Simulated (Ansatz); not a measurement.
L1₂ (Cu3Au-type) Pt3Ti, treated with PBEsol-D3(BJ) in Ansatz (plane waves, PAW).

Run with plane-wave cutoff 520 eV, 14×14×14 k mesh, Fermi–Dirac smearing 0.05 eV, no spin polarisation, scalar-relativistic PAW data made under PBE.

Energies at three volumes about the minimum:

```csv
V (Å³/atom),E − E_lowest (meV/atom)
14.096,5.47
14.384,0.00
14.671,4.99
```

Q: Fit a parabola by hand: where is the minimum, what lattice constant follows, and what is the bulk modulus?

A: Slopes: (0.00 − 5.47)/(14.384 − 14.096) = -18.993 and (4.99 − 0.00)/(14.671 − 14.384) = 17.387 meV/Å³. Curvature E″ = 2 × (17.387 − (-18.993))/(14.671 − 14.096) = 126.539 meV/Å⁶. From the middle of the first interval, the slope vanishes at V0 = 14.2400 − (-18.993)/126.539 = 14.390 Å³/atom. B = V0 E″ = 14.390 × 126.539 meV/Å³ × 0.1602 GPa per meV/Å³ = 292 GPa. With 4 atoms in the cube, a = (4 × 14.390)^(1/3) = 3.861 Å. The full Birch–Murnaghan fit to all volumes gives V0 = 14.385 Å³/atom and B0 = 291 GPa.

Measured, for comparison: lattice constant a 3.916 Å (temperature not stated, not corrected to a static lattice; as tabulated in Molecular Dynamics Simulations of PtTi High-Temperature Shape Memory Alloys …).

Ansatz is a program for electronic structure.
